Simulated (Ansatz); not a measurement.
Structures of equal composition on the (0001) surface of 4H silicon carbide (Si plane on top): (√3x√3)R30° Ga adatom at H3; (√3x√3)R30° Ga adatom at T4. The slabs share one bottom face, and each structure is named by its start. These are constructed structures in small cells; real faces may alloy, dewet or reconstruct in larger ones, and not all known structures of the face are among them. Slabs of about 10 Å with all that they carry, Fermi-Dirac smearing of 0.025 eV. Bottom of the slabs: H caps. Relaxed from the named starts with such symmetry as they have, on meshes of like density; energies extrapolated to zero smearing; no spin-orbit coupling, no U. Spin-polarised runs, if any, are marked in brackets, and their order is one that fits the cell; the others ran without spin. Where a second, spin-polarised start was run, the lower counts.

Host crystal: 4H silicon carbide, with a band gap (PBE, scalar-relativistic without spin-orbit coupling).

Computed with PBE (plane waves to 420 eV, PAW; Ansatz, a program for electronic structure).

Order them by energy per 1x1 cell (lowest first) at the level PBE.

(√3x√3)R30° Ga adatom at T4 (0.000 eV, gap 1.65 eV on the mesh), (√3x√3)R30° Ga adatom at H3 (0.169 eV, gap 1.23 eV on the mesh)
